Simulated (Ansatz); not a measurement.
The parent structure is LuCuSe2 (space group R-3m, No. 166; a = 3.9667 Å, c = 18.3893 Å (hexagonal axes); a hypothetical phase, not in the database extracts checked). Axes: x lies along a and z along c of the hexagonal cell.

The values are results of r2SCAN/PAW in Ansatz (a first-principles code), no SOC, not measurements.

One thing is altered: an isotropic linear strain of +1.06 %, atoms relaxed at fixed cell.

Task: Predict the stress tensor and what it implies for the stiffness.

Result: Stress of the strained cell less that of the base (GPa, compression positive):
```
  -2.25    0.00    0.00
   0.00   -2.25    0.00
   0.00    0.00   -2.00
```

Then B = −ΔP/(ΔV/V₀) with ΔV/V₀ = 0.0321 gives secant stiffness values (nonlinear terms included at this strain): B (at held cell shape, above the free-shape value) ≈ 67 GPa.

As a check, the harmonic strain energy −½ V₀ Δσ:ε is 4.5 meV/atom; the computed energy rise is 4.7 meV/atom.

No phonon test of stability was made. All final runs are without spin polarisation.
